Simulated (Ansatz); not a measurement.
We look at the energy of the reaction as written. Reaction: cell B → cell A. Negative: the products are lower in energy.

Cell A: a sheet of composition Re2, 2 atoms, hexagonal cell of 4.07 Å (14.4 Å²), symmetry P6/mmm within 0.02 Å, 0.0 Å thick under 16 Å of vacuum, in-plane vectors relaxed; planes from bottom to top: Re2, all atoms in one plane; a model cell; spin state with PBE: no moments, k-point mesh 18×18×1.
```
CELL_PARAMETERS angstrom
      4.07156     0.00000     0.00000
     -2.03578     3.52607     0.00000
      0.00000     0.00000    16.00000
ATOMIC_POSITIONS crystal
  Re 0.33333 0.66667 0.50000
  Re 0.66667 0.33333 0.50000
```

Cell B: a sheet of composition Re2, 2 atoms, hexagonal cell of 2.72 Å (6.4 Å²), symmetry P-3m1 within 0.02 Å, 2.1 Å thick under 15 Å of vacuum, in-plane vectors relaxed; planes from bottom to top: Re × 2; a model cell; spin state with PBE: no moments, k-point mesh 18×18×1.
```yaml
crystal:
  lattice:
    - [2.72429, 0.00000, 0.00000]
    - [-1.36215, 2.35931, 0.00000]
    - [0.00000, 0.00000, 16.86620]
  atoms:
    - { symbol: Re, position: [0.33333, 0.66667, 0.56172] }
    - { symbol: Re, position: [0.66667, 0.33333, 0.43828] }
```

All numbers come from Ansatz (an electronic-structure program), plane waves with PAW, its PAW set soft_1, cutoff 420 eV, 500 eV for r2SCAN. The structures are at rest with PBE; other levels are single points on them. Neutral cells; Fermi-Dirac smearing of at most 0.10 eV in the solids, energies taken to zero width. The lattices are those relaxed with PBE, so at other levels the solids can be strained, which adds to the spread. A dispersion term (D3(BJ), or D4 for r2SCAN) was computed beside these levels and is taken off wherever the name lacks it. Space groups of crystals are read within 0.01 Å. Nuclei at rest; no vibrational terms. Spin-orbit coupling is left out. The cells' k-point meshes differ in density, so the last digit is unsettled. Cell A has symmetry P6/mmm within 0.02 Å and got no random move, so less symmetric positions, which may lie lower, weren't tried. Cell B has symmetry P-3m1 within 0.02 Å and got no random move, so less symmetric positions, which may lie lower, weren't tried.

Task: Predict the value from PBE.

Result: 4.69 eV, for cell B → cell A.

Task: How does the value move with the functional?

Result: 
```
Method  value (eV)  less PBE
------  ----------  --------
r2SCAN        4.96      0.27
```

The levels shown span 0.27 eV, from PBE (4.69) to r2SCAN (4.96).
